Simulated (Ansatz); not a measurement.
The decay constant κ of evanescent states in the gap governs leakage through a thin film.

Data:

```
CELL_PARAMETERS angstrom
      4.33742     0.00000     0.00000
      0.00000     4.33742     0.00000
      2.16871    -2.16871     3.06702
ATOMIC_POSITIONS crystal
  Pb 0.00000 0.00000 0.00000
  Se 0.50000 0.50000 0.00000
```

The cell was relaxed by PBE-D3(BJ); by r2SCAN it stands under a pressure of 1.2 GPa.

Transport runs along the normal of the first two printed cell vectors, the (001) plane of the conventional cell.

The gap is the functional's own, uncorrected, and κ follows it; spin-orbit coupling is left out. Mid-gap means the computed energy nearest the middle.

Question: State the band gap and the smallest decay constant κ at mid-gap according to r2SCAN in Ansatz (a quantum-chemistry and plane-wave program).

Answer: Gap 0.59 eV on a 10×10×10 mesh; κ = 0.069 1/Å, at (0.500, 0.000) of the in-plane reciprocal vectors. At the zone centre the slowest state has κ = 0.13 1/Å.
